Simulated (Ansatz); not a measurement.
Results of PBE0 in Ansatz (PAW) for ScAlN2 (model structure, P3m1, No. 156, 4 atoms in the cell).

Run with plane-wave cutoff 460 eV, 9×9×6 k mesh (along the axes of the cell as run), Fermi–Dirac smearing 0.01 eV, scalar-relativistic PAW data made under PBE.

Cell (relaxed with PBEsol):

AlScN2 is taken in the trigonal space group P3m1 (No. 156), Pearson symbol hP4. Cell: a = b = 3.3279 Å, c = 5.0998 Å, α = β = 90.00°, γ = 120.00°. Sc on 1b has 3 N at 2.013 Å and 1 N at 2.145 Å and 1 N at 2.955 Å. N1 on 1b sees 3 Al at 1.978 Å and 1 Sc at 2.145 Å and 1 Sc at 2.955 Å. Al on 1c sees 1 N at 1.882 Å and 3 N at 1.978 Å (tetrahedral). N2 on 1c is coordinated by 1 Al at 1.882 Å and 3 Sc at 2.013 Å (tetrahedral). (Neighbours: up to the widest gap in distance over summed covalent radii, below 1.35, at either atom; cation-cation and far metal-metal contacts left out.)

### Question
Predict the band gap and Γ–Γ gap.

### Answer

* **band gap**: 5.27 eV (on the SCF k mesh)
* **Γ–Γ gap**: 5.46 eV

Note: the relaxation could raise the start's symmetry but not lower it, so the cell can be a saddle point; cell and atoms aren't relaxed at this level (largest force component 0.19 eV/Å, pressure 0.7 GPa).

Computing time: around 5 core-minutes (rough).

A model structure was made by putting elements into a prototype or built by hand; it is no filed structure, need not be a known phase, and can be a saddle point held by its symmetry.

Ansatz is a quantum-chemistry and plane-wave program.
